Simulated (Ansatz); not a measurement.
Take BN in the h-BN type structure (space group P6_3/mmc, No. 194; a = 2.506 Å, c = 6.616 Å; layered, stacked along the Cartesian z axis) as the base.

Level of theory: Kohn–Sham DFT with the PBE-D3(BJ) functional, run in Ansatz (an electronic-structure program) with PAW and 420 eV plane waves, no spin-orbit coupling, earlier PAW set.

One change was made to it. Results:

```tsv
quantity	base	after
density	2.29 g/cm³	2.47 g/cm³
shortest interatomic distance	1.447 Å	1.443 Å
band gap	4.24 eV	4.12 eV
c/a ratio	2.640	2.471
```

Problem. Name the change that was made.
A. pressure 10 GPa
B. pressure 3 GPa
C. pressure 1.5 GPa
D. pressure 0.7 GPa

Solution. B, pressure 3 GPa. For comparison, the band gap in the other runs: pressure 1.5 GPa gives 4.17 eV; pressure 0.7 GPa gives 4.20 eV; pressure 10 GPa gives 4.02 eV.

Load acts through the strain it causes; cell and atoms are relaxed under it. No phonon test of stability was made. Competing high-pressure phases were not computed.
